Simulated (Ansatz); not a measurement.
**Short convergence ladders for BaIn2Rh (Cm, 8 atoms in the cell)**

```yaml
crystal:
  lattice:
    - [2.26643, -5.94257, 0.00000]
    - [2.26643, 5.94257, 0.00000]
    - [0.00000, 0.00000, 8.05282]
  atoms:
    - { symbol: Ba, position: [0.04872, 0.95128, 0.25621] }
    - { symbol: Ba, position: [0.95128, 0.04872, 0.75000] }
    - { symbol: In, position: [0.67041, 0.32959, 0.55610] }
    - { symbol: In, position: [0.32959, 0.67041, 0.44390] }
    - { symbol: In, position: [0.32959, 0.67041, 0.05610] }
    - { symbol: In, position: [0.67041, 0.32959, 0.94390] }
    - { symbol: Rh, position: [0.21673, 0.78327, 0.75000] }
    - { symbol: Rh, position: [0.78327, 0.21673, 0.25000] }
```

Base method: LDA (PW92), default PAW files made with PBE (plane waves; Ansatz, a first-principles code).

Base settings: basis.ecutwfc = 420 eV; kpoints.mp_grid.grid = 5 5 2; hamiltonian.xc = lda; hamiltonian.pseudopotentials = {kind: paw} (the program's default PAW files); scf.occupations.method = gaussian; scf.occupations.width = 0.1 eV.

The count of work is k-points × plane waves × bands × iterations; it is no time. Core times come from one kind of shared machine, to one figure; runs under 30 s give none.

**Shifted k-point meshes**

In this ladder: kpoints.mp_grid.shift = 0.5 0.5 0.5.

Only quantities that move along the ladder and can be compared are tabulated.

```tsv
kpoints.mp_grid.grid	free energy less the last step's (meV/atom)	pressure (GPa)	largest difference of a force vector from the last step's (eV/Å)	count of work / last	core time / last (rough)
2 2 1	-8.78	-5.71	0.103	0.011	–
3 3 2	13.26	-5.30	0.152	0.036	–
5 5 3	-3.83	-5.43	0.021	0.15	0.1
6 6 4	2.17	-5.40	0.022	0.25	0.3
10 10 6	0.00	-5.37	0.000	1.0	1
```

Coarsest kpoints.mp_grid.grid that holds the forces within 0.01 eV/Å: not settled: the last two steps still differ by 0.022 eV/Å, over half the tolerance, so the ladder does not show it.

Coarsest kpoints.mp_grid.grid that holds the pressure within 0.2 GPa of the last step, with all finer ones: 3 3 2, at 0.036 of the last step's count of work; the step before is off by 0.33 GPa.

Coarsest kpoints.mp_grid.grid that holds the free energy within 5 meV/atom of the last step, with all finer ones: 5 5 3, at 0.15 of the last step's count of work and about 0.1 of the last step's time; the step before is off by 13 meV/atom.

**The k-point mesh at a smearing width of 0.05 eV**

In this ladder: scf.occupations.width = 0.05 eV.

The second cell is the first with its lattice scaled by 0.98.

Only quantities that move along the ladder and can be compared are tabulated.

```tsv
kpoints.mp_grid.grid	free energy less the last step's (meV/atom)	energy of the compressed cell less the first (meV/atom)	largest difference of a force vector from the last step's (eV/Å)	count of work / last	core time / last (rough)
3 3 2	8.40	-38.20	0.296	0.061	–
5 5 3	0.33	-38.25	0.039	0.21	0.2
7 7 4	-2.14	-37.60	0.015	0.52	0.5
9 9 5	0.00	-38.04	0.000	1.0	1
```

Coarsest kpoints.mp_grid.grid that holds the free energy within 5 meV/atom of the last step, with all finer ones: 5 5 3, at 0.21 of the last step's count of work and about 0.2 of the last step's time; the step before is off by 8.4 meV/atom.

Coarsest kpoints.mp_grid.grid that holds the forces within 0.02 eV/Å: not settled: the last two steps still differ by 0.015 eV/Å, over half the tolerance, so the ladder does not show it.

**The mesh under tetrahedron occupations**

In this ladder: scf.occupations.method = tetrahedron; scf.occupations.width = default.

Only quantities that move along the ladder and can be compared are tabulated.

| kpoints.mp_grid.grid | free energy less the last step's (meV/atom) | largest difference of a force vector from the last step's (eV/Å) | count of work / last | core time / last (rough) |
|---|---|---|---|---|
| 3 3 2 | -4.64 | 0.171 | 0.059 | – |
| 4 4 2 | -11.10 | 0.090 | 0.10 | – |
| 5 5 3 | -1.63 | 0.046 | 0.17 | 0.2 |
| 8 8 4 | -1.20 | 0.018 | 0.55 | 0.5 |
| 10 10 5 | 0.00 | 0.000 | 1.0 | 1 |

Coarsest kpoints.mp_grid.grid that holds the forces within 0.02 eV/Å: not settled: the last two steps still differ by 0.018 eV/Å, over half the tolerance, so the ladder does not show it.

Coarsest kpoints.mp_grid.grid that holds the free energy within 5 meV/atom of the last step, with all finer ones: 5 5 3, at 0.17 of the last step's count of work and about 0.2 of the last step's time; the step before is off by 11 meV/atom.

On the base run: the starting cell comes from a database of computed structures (which also holds hypothetical and non-ambient phases and stackings), without a prior relaxation at this level. Its lattice was rescaled by up to half a per cent. One atom was moved a little off its site on purpose. Spin polarisation is off. In the base run, with a pressure of about -6 GPa the cell is away from its equilibrium volume at this level. Ansatz's pressure includes its estimate of the finite-basis (Pulay) stress. Without a gap this mesh is coarse (it stands for a supercell whose shortest vector is 16 Å).

Keys are those of Ansatz 0.2.
